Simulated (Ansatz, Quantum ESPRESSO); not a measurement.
# One structure in several programs: Os (P6_3/mmc, 4 atoms in the cell)

Self-consistent single point.

```xyz
4
Lattice="2.7546 0.0000 0.0000 -1.3773 2.3855 0.0000 0.0000 0.0000 8.8629" Properties=species:S:1:pos:R:3 pbc="T T T"
Os     0.0000     0.0000     0.0000
Os     0.0000     0.0000     4.4315
Os     0.0000     1.5904     2.2157
Os     1.3773     0.7952     6.6472
```

Shared settings, as Ansatz (a program for electronic structure) writes them: kpoints.mp_grid.grid = 9 9 3; magnetization.spin_orbit = true; scf.occupations.method = gaussian; scf.occupations.width = 0.1 eV. Potentials and cutoffs stand in the table.

```
code                                                                                                       model  pressure (GPa)   cutoff
----------------  ----------------------------------------------------------------------------------------------  --------------  -------
Quantum ESPRESSO  PBE, spin-orbit coupling, PseudoDojo fully relativistic norm-conserving (PBE) pseudopotentials           -5.50    75 Ry
Ansatz                                                           PBE with spin-orbit coupling, default PAW files           -5.74  default
```

The spread over the programs that give each value: pressure within 0.24 GPa.

Ansatz's pressure is given at a fixed set of plane waves, as the other plane-wave codes print theirs; with its correction for the finite basis it is -5.66 GPa.

The starting cell was generated: these elements placed on a structure prototype, without a prior relaxation; it need not be a known phase or ordering of this composition. Its lattice was rescaled by a random factor within 2.5 % of one.

Left out of this page: Elk (stopped by limits of time or memory); FLEUR and SIESTA (not drawn, or without a comparable value).

Keys are those of Ansatz 0.2.
